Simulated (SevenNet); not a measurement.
Fluorite PbF₂ (high-temperature phase)

These are the machine-learned potential SevenNet-l3i5 (trained on PBE and PBE+U data) values and carry that method's errors.

Cell (relaxed at this level):

Space group Fm-3m (No. 225); a = b = c = 6.002 Å, α = β = γ = 90.00°

| atom | site | symmetry | x | y | z |
|---|---|---|---|---|---|
| Pb | 4a | m-3m | 0.0000 | 0.0000 | 0.0000 |
| F | 8c | -43m | 0.2500 | 0.2500 | 0.2500 |
(The calculation used a cell of 3 atoms; values per cell refer to that cell.)

lattice constant a: 6.002 Å
equilibrium volume per atom: 18.01 Å³/atom

Measured, for comparison: lattice constant a 5.94 Å, equilibrium volume per atom 17.46 Å³/atom (temperature not stated, no zero-point or thermal correction; as tabulated in Cadelano and Cappellini (2011), arXiv:1107.5962). Computed (rounded) less measured: lattice constant a +1.0 %, equilibrium volume per atom +3.2 %.

A machine-learned potential is trained on density-functional data: it inherits that level's misses and adds fitting errors of its own.
